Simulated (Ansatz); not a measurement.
Input:

```
BeS
1.0
    3.43393     0.00000     0.00000
    1.71696     2.97387     0.00000
    1.71696    -0.99129     2.75532
Be S
1 1
Direct
  0.00134   0.99933   0.99799
  0.49866   0.25067   0.75201
```

No spin polarisation.

Method: LDA, PAW, 420 eV (Ansatz, a first-principles code; scalar-relativistic without spin-orbit coupling). Settings: 12×12×12 k-points, 0.05 eV Fermi–Dirac smearing.

**Question.** Predict the band gap, pressure, valence-band top at Γ and gap character.

**Answer.** 
- Band gap = 2.78 eV
- Pressure (mean of the normal stresses, compression positive) = -19.4 kbar
- Valence-band top at Γ (three highest levels, from the VBM) = 0.00, -0.13, -0.13 eV
- Gap character = indirect, Γ → F

The cells carry an imposed strain or load. Whether these cells are dynamically stable was not tested. The cell was made from BeS in the zinc blende structure (space group F-43m, No. 216) by this change: biaxial strain +1.25 %, plane normal [111], relaxed out of plane.
